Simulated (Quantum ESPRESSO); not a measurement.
Worked example: self-consistent single point of AlCo (Pm-3m, 2 atoms in the cell) in Quantum ESPRESSO.

Method: PBE, PseudoDojo standard norm-conserving (PBE) pseudopotentials (plane waves; Quantum ESPRESSO 7.5).

The change in words: lattice scaled by 0.98. Reference geometry:
```
AlCo
1.0
    2.79515     0.00000     0.00000
    0.00000     2.79515     0.00000
    0.00000     0.00000     2.79515
Al Co
1 1
Direct
  0.00000   0.00000   0.00000
  0.50000   0.50000   0.50000
```

Reference input (self-consistent single point, DFT, PBE, plane waves, PseudoDojo standard norm-conserving (PBE) pseudopotentials): ecutwfc = 100 Ry; occupations = smearing; smearing = gauss; degauss = 0.019992 Ry; potentials = {Al: Al.upf, Co: Co.upf}; K_POINTS = automatic 9 9 9 0 0 0; conv_thr = 1e-10 Ry. This run's input differs from it in these lines:

```diff
@@ -25,3 +25,3 @@
 Al    0.0000000000    0.0000000000    0.0000000000
-Co    1.3975765000    1.3975765000    1.3975765000
+Co    1.3696250000    1.3696250000    1.3696250000
 K_POINTS automatic
@@ -29,5 +29,5 @@
 CELL_PARAMETERS angstrom
-   2.7951530000     0.0000000000     0.0000000000
-   0.0000000000     2.7951530000     0.0000000000
-   0.0000000000     0.0000000000     2.7951530000
+   2.7392500000     0.0000000000     0.0000000000
+   0.0000000000     2.7392500000     0.0000000000
+   0.0000000000     0.0000000000     2.7392500000
```

Output (repeated stretches shortened):

```
     Self-consistent Calculation

     iteration #  1     ecut=   100.00 Ry     beta= 0.70

---- Real-time Memory Report at c_bands before calling an iterative solver
            67 MiB given to the printing process from OS
            33 MiB allocation reported by mallinfo(arena+hblkhd)
------------------

     Threshold (ethr) on eigenvalues was too large:
     Diagonalizing with lowered threshold

---- Real-time Memory Report at c_bands before calling an iterative solver
            70 MiB given to the printing process from OS
            34 MiB allocation reported by mallinfo(arena+hblkhd)
------------------

   [... lines left out ...]

---- Real-time Memory Report at c_bands before calling an iterative solver
            77 MiB given to the printing process from OS
            44 MiB allocation reported by mallinfo(arena+hblkhd)
------------------

     total energy              =    -310.78056443 Ry
     estimated scf accuracy    <          1.3E-10 Ry

     iteration # 10     ecut=   100.00 Ry     beta= 0.70

---- Real-time Memory Report at c_bands before calling an iterative solver
            77 MiB given to the printing process from OS
            44 MiB allocation reported by mallinfo(arena+hblkhd)
------------------
     End of self-consistent calculation

     the Fermi energy is    16.8485 ev

!    total energy              =    -310.78056443 Ry
     estimated scf accuracy    <          1.4E-11 Ry
     smearing contrib. (-TS)   =      -0.00158274 Ry
     internal energy E=F+TS    =    -310.77898169 Ry

     convergence has been achieved in  10 iterations

     Forces acting on atoms (cartesian axes, Ry/au):

     atom    1 type  1   force =     0.00000000    0.00000000    0.00000000
     atom    2 type  2   force =     0.00000000    0.00000000    0.00000000

     Total force =     0.000000     Total SCF correction =     0.000000

          total   stress  (Ry/bohr**3)                   (kbar)     P=      280.25
   0.00190512   0.00000000   0.00000000          280.25        0.00        0.00
   0.00000000   0.00190512   0.00000000            0.00      280.25        0.00
   0.00000000   0.00000000   0.00190512            0.00        0.00      280.25

   JOB DONE.
```

The run converged in 10 iterations. Against the reference run the free energy goes up by 79.4 meV/atom and the pressure goes from 12.31 to 28.03 GPa.

The starting cell comes from a database of computed structures (which also holds hypothetical and non-ambient phases and stackings), without a prior relaxation at this level. Its lattice was rescaled by a random factor within 2.5 % of one. For this run, on top of that: lattice scaled by 0.98. Spin polarisation is off. With a pressure of about 28 GPa the cell is away from its equilibrium volume at this level.
